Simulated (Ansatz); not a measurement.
Ag₃In (Pm-3m, No. 221, 4 atoms in the cell; start mp-30343), treated with r²SCAN (Ansatz, a quantum-chemistry and plane-wave program, PAW).

Settings: plane-wave cutoff 560 eV, 14×14×14 k mesh, Fermi–Dirac smearing 0.05 eV, no spin polarisation, scalar-relativistic PAW data made under PBE.

Cell (relaxed at this level):

```xyz
4
Lattice="4.1865 0.0000 0.0000 0.0000 4.1865 0.0000 0.0000 0.0000 4.1865" Properties=species:S:1:pos:R:3 pbc="T T T"
In     0.0000     0.0000     0.0000
Ag     0.0000     2.0932     2.0932
Ag     2.0932     0.0000     2.0932
Ag     2.0932     2.0932     0.0000
```

Give the computed bulk modulus B0.


* **bulk modulus B0**: 91.8 GPa

The run finds no gap.

Note: the bulk modulus is −V dP/dV from two relaxed cells at ±2 % in volume; the relaxation could not lower the start's symmetry, so the cell can be a saddle point above a distorted one.

Spin–orbit coupling is not included.

Computed values are for the static lattice.

Computing time: about 2.4 core-minutes (a rough figure).

A start named mp-… is a Materials Project structure, which need not be a measured phase.
